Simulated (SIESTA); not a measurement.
Input and output of a self-consistent single point for BaTe2F10 (C2/c, 26 atoms in the cell) (SIESTA).

Method: LDA PW92, numerical atomic orbitals DZP, PseudoDojo LDA standard norm-conserving potentials (rewritten from UPF to PSML) (SIESTA 5.4.2).

Input as run:

```
# files in the folder: Ba.psml Te.psml F.psml (PseudoDojo LDA standard)
SystemName  BaTe2F10
SystemLabel bate2f10

NumberOfAtoms                26
NumberOfSpecies              3
%block ChemicalSpeciesLabel
  1 56 Ba
  2 52 Te
  3 9 F
%endblock ChemicalSpeciesLabel
LatticeConstant              1.0 Ang
%block LatticeVectors
     8.474649000   -2.382488000    0.000000000
     8.474649000    2.382488000    0.000000000
    -3.729587000    0.000000000    9.328553000
%endblock LatticeVectors
AtomicCoordinatesFormat      Bohr
%block AtomicCoordinatesAndAtomicSpecies
    10.728842121    4.156657119   13.221307732  1
    14.252791115   -4.156657119    4.407102577  1
    17.144467794   -0.492366040    9.976446246  2
     7.837165443    0.492366040    7.651964063  2
     4.313216449   -0.492366040   16.466169217  2
    20.668416788    0.492366040    1.162241092  2
    17.234023201   -2.295066866   13.109191042  3
     7.747610036    2.295066866    4.519219267  3
     4.223661042   -2.295066866   13.333424421  3
    20.757972195    2.295066866    4.294985888  3
    14.866280014    1.875637273   11.559301208  3
    10.115353222   -1.875637273    6.069109101  3
     6.591404228    1.875637273   14.883314256  3
    18.390229008   -1.875637273    2.745096053  3
    12.195779309   -0.539009348   15.429266123  3
    12.785853928    0.539009348    2.199144186  3
     9.261904934   -0.539009348   11.013349341  3
    15.719728303    0.539009348    6.615060968  3
    -1.410110639   -0.883611549   16.977216832  3
    26.391743876    0.883611549    0.651193477  3
    22.867794882   -0.883611549    9.465398631  3
     2.113838355    0.883611549    8.163011678  3
    17.594796746    2.314696675    0.947703338  3
     7.386836491   -2.314696675   16.680706971  3
    10.910785484    2.314696675    7.866501816  3
    14.070847752   -2.314696675    9.761908493  3
%endblock AtomicCoordinatesAndAtomicSpecies

XC.functional                LDA
XC.authors                   PW92
PAO.BasisSize                DZP
PAO.EnergyShift              0.005 Ry
MeshCutoff                   300 Ry
%block kgrid.MonkhorstPack
    4   0   0  0.0
    0   4   0  0.0
    0   0   2  0.0
%endblock kgrid.MonkhorstPack
OccupationFunction           FD
ElectronicTemperature        50.0 meV

MaxSCFIterations             150
SCF.Mixer.Method             Pulay
SCF.Mixer.Weight             0.25
SCF.Mixer.History            8
SCF.DM.Tolerance             1.0E-05
Diag.ParallelOverK           true
WriteForces                  true
Charge.Mulliken              end
```

Log, with long lists cut:

```
        iscf     Eharris(eV)        E_KS(eV)     FreeEng(eV)     dDmax    Ef(eV) dHmax(eV)
   scf:    1   -26198.506669   -26268.269816   -26268.269816  1.758107 -2.785807 10.083208
   scf:    2   -26294.723090   -26283.569612   -26283.569612  0.151335 -4.929428  5.071788
   scf:    3   -26287.970507   -26286.643485   -26286.643485  0.101938 -4.257694  1.107842
   scf:    4   -26286.879605   -26286.806930   -26286.806930  0.064471 -4.719734  0.411608
   scf:    5   -26286.830673   -26286.829040   -26286.829040  0.008546 -4.878054  0.167749
   scf:    6   -26286.823971   -26286.827410   -26286.827410  0.005701 -4.972618  0.187637
   scf:    7   -26286.839082   -26286.835041   -26286.835041  0.003932 -4.930618  0.031668
   scf:    8   -26286.835324   -26286.835243   -26286.835243  0.000557 -4.918043  0.003114
   scf:    9   -26286.835247   -26286.835246   -26286.835246  0.000260 -4.915132  0.004016
   scf:   10   -26286.835250   -26286.835249   -26286.835249  0.000063 -4.915889  0.000496
   scf:   11   -26286.835249   -26286.835249   -26286.835249  0.000015 -4.916056  0.000070
   scf:   12   -26286.835249   -26286.835249   -26286.835249  0.000003 -4.916029  0.000037
SCF Convergence by DM+H criterion
max |DM_out - DM_in|         :     0.0000032372
max |H_out - H_in|      (eV) :     0.0000369419
SCF cycle converged after 12 iterations

Using DM_out to compute the final energy and forces

siesta: E_KS(eV) =           -26286.8352

siesta: E_KS - E_eggbox =    -26286.8352

siesta: Atomic forces (eV/Ang):
     1    0.000000   -0.062225   -0.000000
     2   -0.000000    0.062225    0.000000
     3    3.167246    1.795035   -0.458947
   [... 23 lines left out ...]
   Tot    0.000000    0.000000    0.000000
   Max    3.167246
   Res    1.242916    sqrt( Sum f_i^2 / 3N )
   Max    3.167246    constrained

Stress tensor Voigt[x,y,z,yz,xz,xy] (kbar):      -56.00      -70.43      -77.28        0.00        5.60       -0.00
(Free)E + p*V (eV/cell)   -26270.8698
Target enthalpy (eV/cell)   -26286.8352

   [... lines left out ...]
siesta: FreeEng =    -26286.835249
siesta: Cell volume =        376.700955 Ang**3
siesta:          67.90407907         55.14556764  kBar
   [... lines left out ...]

Mulliken Atomic Populations:
Atom #   charge [q] valence [e]  Species
     1     1.333546    8.666454  Ba
     2     1.333546    8.666454  Ba
     3     1.347438   14.652562  Te
     4     1.347438   14.652562  Te
     5     1.347438   14.652562  Te
     6     1.347438   14.652562  Te
     7    -0.344809    7.344809  F
     8    -0.344809    7.344809  F
     9    -0.344809    7.344809  F
   [... 17 lines left out ...]
 Total     0.000000
```

The run converged in 12 iterations. For comparison: a first run was changed to give this one (lattice scaled by 0.985), and from it to this one the free energy rises by 16.7 meV/atom, the pressure goes from 1.39 to 6.79 GPa, the largest force goes from 2.204 to 3.669 eV/Å and the gap on the mesh goes from 4.933 to 5.107 eV.

The starting cell comes from a database of computed structures (which also holds hypothetical and non-ambient phases and stackings), without a prior relaxation at this level. For this run, on top of that: lattice scaled by 0.985. Spin-orbit coupling is off. Values carry the incompleteness of an atom-centred basis. The basis of the alkali or alkaline-earth atoms may lack their empty d shell, which can raise the gap. Forces in this geometry exceed 1 eV/Å.

Cost on one core of a shared machine: roughly 6 min.
